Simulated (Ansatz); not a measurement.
Consider the following.

Host crystal: wurtzite ZnO, with a band gap (PBE, scalar-relativistic without spin-orbit coupling).

End structure of NH3 on the 1x1 (10-10) surface of wurtzite ZnO (cut with top plane O + Zn), one in a 2x1 cell, started at the site 'bridge Zn-Zn (span 3.3 Å)':

```yaml
crystal:
  lattice:
    - [6.55898, 0.00000, 0.00000]
    - [0.00000, 5.29379, 0.00000]
    - [0.00000, 0.00000, 28.50000]
  atoms:
    - { symbol: O, position: [0.25000, 0.37743, 0.33452] }
    - { symbol: O, position: [0.75000, 0.37743, 0.33452] }
    - { symbol: Zn, position: [0.25000, 0.03125, 0.34633] }
    - { symbol: Zn, position: [0.75000, 0.03125, 0.34633] }
    - { symbol: O, position: [0.00000, 0.87215, 0.36753] }
    - { symbol: O, position: [0.50000, 0.87215, 0.36753] }
    - { symbol: Zn, position: [0.00000, 0.49479, 0.36289] }
    - { symbol: Zn, position: [0.50000, 0.49479, 0.36289] }
    - { symbol: O, position: [0.00000, 0.37176, 0.43285] }
    - { symbol: O, position: [0.50000, 0.37176, 0.43285] }
    - { symbol: Zn, position: [0.00000, 0.99599, 0.43628] }
    - { symbol: Zn, position: [0.50000, 0.99599, 0.43628] }
    - { symbol: O, position: [0.25000, 0.87015, 0.46746] }
    - { symbol: O, position: [0.75000, 0.87015, 0.46746] }
    - { symbol: Zn, position: [0.25000, 0.49048, 0.46515] }
    - { symbol: Zn, position: [0.75000, 0.49048, 0.46515] }
    - { symbol: O, position: [0.24991, 0.36971, 0.53215] }
    - { symbol: O, position: [0.74981, 0.37204, 0.53283] }
    - { symbol: Zn, position: [0.24994, 0.99096, 0.53446] }
    - { symbol: Zn, position: [0.74989, 0.99259, 0.53454] }
    - { symbol: O, position: [0.00006, 0.87158, 0.56696] }
    - { symbol: O, position: [0.49971, 0.87161, 0.56699] }
    - { symbol: Zn, position: [0.00290, 0.49371, 0.56462] }
    - { symbol: Zn, position: [0.49681, 0.49372, 0.56466] }
    - { symbol: O, position: [0.00327, 0.37288, 0.63241] }
    - { symbol: O, position: [0.49624, 0.37296, 0.63248] }
    - { symbol: Zn, position: [0.00016, 0.99228, 0.63528] }
    - { symbol: Zn, position: [0.49946, 0.99233, 0.63532] }
    - { symbol: O, position: [0.24980, 0.87613, 0.66708] }
    - { symbol: O, position: [0.74984, 0.87552, 0.66586] }
    - { symbol: Zn, position: [0.24972, 0.51332, 0.66612] }
    - { symbol: Zn, position: [0.74986, 0.52999, 0.65073] }
    - { symbol: N, position: [0.24960, 0.28499, 0.72588] }
    - { symbol: H, position: [0.37544, 0.30128, 0.74675] }
    - { symbol: H, position: [0.12402, 0.30205, 0.74680] }
    - { symbol: H, position: [0.24935, 0.10268, 0.71020] }
```

Model: 36-atom slab, 9.4 Å thick at the start under the adsorbate (thin: gaps and levels are the slab's own), 3x4x1 mesh, Fermi-Dirac 0.01 eV, dipole correction, single point; no symmetry held, on the structure that PBE left; no spin, no spin-orbit, no U, no dispersion correction. At the end it is bonded to Zn. In PBE it is, or lies within 0.03 eV of, the lowest of the starts that converged; the order may differ at this level.

A negative adsorption energy means that the adsorbate is more stable on the surface than in its reference.

What is the computed adsorption energy against NH3(g) at the same level (r2SCAN, at the PBE geometry (Ansatz, a first-principles code))?

-1.17 eV

Predict the change of the step from the bottom to the top vacuum level, against the clean slab from r2SCAN, at the PBE geometry.

-2.11 eV
